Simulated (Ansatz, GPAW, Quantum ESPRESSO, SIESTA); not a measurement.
# Code comparison for NiO₂ (P6_3/mmc, 6 atoms in the cell)

Self-consistent single point.

```xyz
6
Lattice="2.9122 0.0000 0.0000 -1.4561 2.5220 0.0000 0.0000 0.0000 10.5553" Properties=species:S:1:pos:R:3 pbc="T T T"
Ni     0.0000     0.0000     0.0000
Ni     0.0000     0.0000     5.2776
O      1.4561     0.8407     0.9403
O      0.0000     1.6813     9.6150
O      0.0000     1.6813     6.2179
O      1.4561     0.8407     4.3374
```
Moments meant for the start (each program seeds them in its own way; μB, in the order of the atoms Ni Ni O O O O): 2.0 2.0 0.0 0.0 0.0 0.0.

Shared settings, as Ansatz (a program for electronic structure) writes them: kpoints.mp_grid.grid = 10 10 3; scf.occupations.method = fermi_dirac; scf.occupations.width = 0.1 eV. Potentials and cutoffs stand in the table.

| code | model | pressure (GPa) | largest force (eV/Å) | gap on the mesh (eV) | cutoff |
|---|---|---|---|---|---|
| SIESTA | LDA PW92, numerical atomic orbitals DZP, PseudoDojo LDA standard norm-conserving potentials (rewritten from UPF to PSML) | -20.86 | 1.235 | 0.836 | grid 300 Ry |
| Ansatz | LDA (PW92), PAW files made with PBE | -20.67 | 1.437 | – | default |
| Quantum ESPRESSO | LDA (PZ), PSlibrary PAW (LDA) pseudopotentials | -19.23 | 1.332 | 0.841 | 55 Ry |
| GPAW | LDA (Perdew-Wang 92), GPAW PAW datasets LDA (gpaw-data 1.0.1) | – | 1.330 | 0.864 | 950 eV |

A dash marks a value that a program does not give, or that is left out as unsure.

No gap is tabulated for Ansatz: it is not read from that output, or partly filled or unconverged empty levels leave it unsure.

Gaps are read on the mesh.

On Ansatz's run: the starting moments vanished: the run ended non-magnetic, which need not be the lowest state. The program warned that a starting moment was not kept.

The spread over the programs that give each value: pressure within 1.63 GPa; largest force within 0.202 eV/Å; gap on the mesh within 0.028 eV.

SIESTA uses small atom-centred bases, whose incompleteness enters pressures, forces and empty levels differently from a plane-wave cutoff. Ansatz's pressure is given at a fixed set of plane waves, as the other plane-wave codes print theirs; with its correction for the finite basis it is -20.10 GPa (the shift of 0.57 GPa shows how far the cutoff is from converged). The pressure of GPAW is left out: its cutoff lies under the one at which its stress was checked. The same LDA comes in different parametrisations, which differ slightly. In the force vectors, SIESTA (by 0.097) and Ansatz (by 0.105) lie more than 0.08 eV/Å from the median of the plane-wave programs.

The starting cell comes from a database of computed structures (which also holds hypothetical and non-ambient phases and stackings), without a prior relaxation at this level.

Keys are those of Ansatz 0.2.
